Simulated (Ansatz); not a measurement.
SnO (model structure, started from the 6H type, P6₃mc, No. 186, 12 atoms in the cell)

All values below come from r²SCAN (PAW; Ansatz, a first-principles code).

Numerical settings: plane-wave cutoff 560 eV, 18×18×4 k mesh (along the axes of the cell as run), Fermi–Dirac smearing 0.05 eV, scalar-relativistic PAW data made under PBE.

Cell (relaxed at this level):

```cif
data_O6Sn6
_chemical_formula_sum 'Sn6 O6'
_space_group_name_H-M_alt 'P 1'
_space_group_IT_number 1
_cell_length_a 3.29739
_cell_length_b 3.29739
_cell_length_c 27.50740
_cell_angle_alpha 90.000
_cell_angle_beta 90.000
_cell_angle_gamma 120.000
loop_
_space_group_symop_operation_xyz
  'x, y, z'
loop_
_atom_site_label
_atom_site_type_symbol
_atom_site_fract_x
_atom_site_fract_y
_atom_site_fract_z
_atom_site_occupancy
Sn1 Sn 0.00000 0.00000 0.00213 1
Sn2 Sn 0.00000 0.00000 0.50213 1
Sn3 Sn 0.66667 0.33333 0.83497 1
Sn4 Sn 0.33333 0.66667 0.33497 1
Sn5 Sn 0.66667 0.33333 0.16853 1
Sn6 Sn 0.33333 0.66667 0.66853 1
O1 O 0.00000 0.00000 0.87245 1
O2 O 0.00000 0.00000 0.37245 1
O3 O 0.66667 0.33333 0.70601 1
O4 O 0.33333 0.66667 0.20601 1
O5 O 0.66667 0.33333 0.03961 1
O6 O 0.33333 0.66667 0.53961 1
```

| Item | Result |
|---|---|
| band gap | 1.64 eV (on the SCF k mesh) |
| direct gap at Γ | 2.76 eV |

Note: the relaxation could raise the start's symmetry but not lower it, so the cell can be a saddle point; the cell has widely spaced layers and the level no dispersion term, so their spacing and the moduli can rest on weak binding.

Spin–orbit coupling is not included.

Static lattice: no zero-point or thermal effects.

It cost around 70 core-minutes (rough) of CPU time.

A model structure was made by putting elements into a prototype or built by hand; it is no filed structure, need not be a known phase, and can be a saddle point held by its symmetry.
